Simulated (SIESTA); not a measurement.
Input and output of a self-consistent single point for Y₂GaNi₂ (P1, 5 atoms in the cell) (SIESTA).

Level of theory: SIESTA 5.4.2 with GGA PBEsol, numerical atomic orbitals DZP, PseudoDojo PBEsol standard norm-conserving potentials (rewritten from UPF to PSML).

The change in words: atoms moved at random. Reference geometry:
```
Y2GaNi2
1.0
   -2.08559     2.66544     4.12435
    2.08559    -2.66544     4.12435
    2.08559     2.66544    -4.12435
Y Ga Ni
2 1 2
Cartesian
  0.00000   2.66544   1.66731
  2.08559   0.00000   2.45704
  0.00000   0.00000   0.00000
  2.08559   1.42649   0.00000
  0.00000   1.23895   4.12435
```

Reference input (self-consistent single point, DFT, GGA PBEsol, numerical atomic orbitals DZP, PseudoDojo PBEsol standard norm-conserving potentials (rewritten from UPF to PSML)): XC.functional = GGA; XC.authors = PBEsol; potentials = PseudoDojo PBEsol standard; PAO.BasisSize = DZP; PAO.EnergyShift = 0.005 Ry; MeshCutoff = 300 Ry; kgrid.MonkhorstPack = 6 6 6; OccupationFunction = FD; ElectronicTemperature = 100 meV; MaxSCFIterations = 150; SCF.Mixer.Method = Pulay; SCF.Mixer.Weight = 0.2. This run's input differs from it in these lines:

```diff
@@ -19,7 +19,7 @@
 %block AtomicCoordinatesAndAtomicSpecies
-     0.702130000    0.202130000    0.500000000  1
-     0.297870000    0.797870000    0.500000000  1
-     0.000000000    0.000000000    0.000000000  2
-     0.267590000    0.500000000    0.767590000  3
-     0.732410000    0.500000000    0.232410000  3
+     0.707822000    0.199169000    0.509092000  1
+     0.295181000    0.784399000    0.483872000  1
+     0.004442000    0.005937000    0.012207000  2
+     0.260185000    0.503753000    0.765854000  3
+     0.732371000    0.506742000    0.228975000  3
 %endblock AtomicCoordinatesAndAtomicSpecies
```

Log, with long lists cut:

```
        iscf     Eharris(eV)        E_KS(eV)     FreeEng(eV)     dDmax    Ef(eV) dHmax(eV)
   scf:    1   -13280.864995   -13381.658786   -13381.893569  2.490403 -4.602900 31.639001
   scf:    2   -13293.680679   -13395.395989   -13395.477624  1.151147 -5.819206 25.519209
   scf:    3   -13430.327562   -13416.804502   -13416.895885  0.305311 -5.566748  9.604534
   scf:    4   -13277.273762   -13380.010212   -13380.256825  0.632663 -4.848785 35.166892
   scf:    5   -13224.593317   -13310.742258   -13311.009869  0.453955 -4.418879 50.924806
   [... 7 lines left out ...]
   scf:   13   -13421.179344   -13421.179433   -13421.301986  0.000443 -5.486656  0.004073
   scf:   14   -13421.179414   -13421.179424   -13421.301986  0.000123 -5.486616  0.003471
   scf:   15   -13421.179432   -13421.179428   -13421.301987  0.000025 -5.486638  0.001565
   scf:   16   -13421.179441   -13421.179434   -13421.301987  0.000023 -5.486662  0.000102
SCF Convergence by DM+H criterion
max |DM_out - DM_in|         :     0.0000233333
max |H_out - H_in|      (eV) :     0.0001021844
SCF cycle converged after 16 iterations

Using DM_out to compute the final energy and forces

siesta: E_KS(eV) =           -13421.1794

siesta: E_KS - E_eggbox =    -13421.1794

siesta: Atomic forces (eV/Ang):
     1   -0.080980   -0.343272    0.086808
     2    0.321898    0.262084    0.053781
     3   -0.198133   -0.194368    0.002313
     4   -0.037545    0.250358    0.067512
     5   -0.007176    0.028204   -0.208466
   Tot   -0.001936    0.003007    0.001947
   Max    0.343272
   Res    0.182048    sqrt( Sum f_i^2 / 3N )
   Max    0.343272    constrained

Stress tensor Voigt[x,y,z,yz,xz,xy] (kbar):       29.32       29.89       21.77        0.24       -1.85       -0.38
   [... lines left out ...]
siesta: FreeEng =    -13421.301987
siesta: Cell volume =         91.709074 Ang**3
siesta:         -26.99481271        -23.56716501  kBar
   [... lines left out ...]
              0.339   1.890   1.949   1.834   1.915   1.806  -0.145  -0.172

             -0.154  -0.182  -0.161

mulliken: Qtot =       71.000

Mulliken Atomic Populations:
Atom #   charge [q] valence [e]  Species
     1    -0.053215   11.053215  Y
     2    -0.047388   11.047388  Y
     3    -1.067319   14.067319  Ga
     4     0.601840   17.398160  Ni
     5     0.566083   17.433917  Ni
 Total     0.000000
```

The run converged in 16 iterations. Against the reference run the free energy goes up by 7.2 meV/atom, the pressure goes from -2.82 to -2.70 GPa and the largest force goes from 0.137 to 0.419 eV/Å.

The starting cell comes from a database of computed structures (which also holds hypothetical and non-ambient phases and stackings), without a prior relaxation at this level. For this run, on top of that: atoms moved at random. Spin polarisation is off. Values carry the incompleteness of an atom-centred basis.

Cost on one core of a shared machine: roughly 2 min.
